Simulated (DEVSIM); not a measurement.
Structure: Ti/La2O3/p-Si capacitor, at 300 K.

Layer 1 from the left is La2O3, thickness (nm) 5.10. Layer 2 from the left is Si, thickness (nm) 6200, Na (cm⁻³) 8.5e15.

Metal gate on the left, work function 4.33 eV. Fixed charge at the semiconductor interface 1.1e10 cm⁻² (in units of +e); no interface traps.

Constants are typed, rounded textbook-type inputs, not results; the design itself was drawn at random and stands for no fabricated device. Values at 300 K.

La2O3: gap (eV) 5.8, affinity (eV) 1.8, permittivity 27. Si: gap (eV) 1.124, affinity (eV) 4.05, permittivity 11.7, Nc (cm⁻³) 2.86e19, Nv (cm⁻³) 3.1e19.

**Question.** Estimate by hand the flat-band voltage, the threshold voltage, and compare with a numerical solution.

**Answer.** 
- Flat-band voltage: C = 4.69 μF/cm², work-function difference -0.632 V; VFB = φms − qNf/C = -0.63 V; numerical -0.63 V.
- Threshold voltage: φF = 0.351 V, depletion charge √(4εqNφF) = 4.45e-8 C/cm²; VT = VFB + 2φF + Qd/C = 0.08 V; numerical 0.08 V.

Model (solved in DEVSIM): 1D Poisson equation in equilibrium, Boltzmann statistics, complete ionisation; no quantum confinement or tunnelling. Metal contacts follow the ideal Schottky-Mott rule: no Fermi-level pinning, no interface dipoles.
